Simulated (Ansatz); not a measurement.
Phonon-limited resistivity of ScCu (Pm-3m) against temperature in μΩ·cm, PBEsol, DFPT electron-phonon coupling, linearised Boltzmann equation in Ansatz (a first-principles code), harmonic crystal at a fixed cell.

```json
[
 {"T": "50 K", "ρ": "1.85"},
 {"T": "77 K", "ρ": "3.9"},
 {"T": "100 K", "ρ": "5.8"},
 {"T": "150 K", "ρ": "[?]"},
 {"T": "200 K", "ρ": "[?]"},
 {"T": "250 K", "ρ": "17.7"},
 {"T": "273 K", "ρ": "19.5"},
 {"T": "300 K", "ρ": "22"},
 {"T": "350 K", "ρ": "25"},
 {"T": "400 K", "ρ": "29"},
 {"T": "500 K", "ρ": "37"},
 {"T": "600 K", "ρ": "44"},
 {"T": "800 K", "ρ": "59"}
]
```

Task: Some entries are withheld; supply them.

Result: 
- 150 K, ρ: 9.9
- 200 K, ρ: 13.8

A metal at this level (no band gap). Only scattering by harmonic phonons is included (no impurities, grain boundaries, electron-electron scattering or thermal expansion). Spin-orbit coupling is left out. The squared frequency of the phonon mode least converged on the k mesh is uncertain by about 10 %. Halving the electron mesh (28x28x28) moves the resistivity by up to 4 %. Smearing 0.20 eV; phonons on a 4x4x4 q mesh, which this run doesn't test and which matters most at low temperature.

Formula and space group known from diffraction (Crystallography Open Database), not checked to be the room-temperature form: ScCu (Pm-3m).
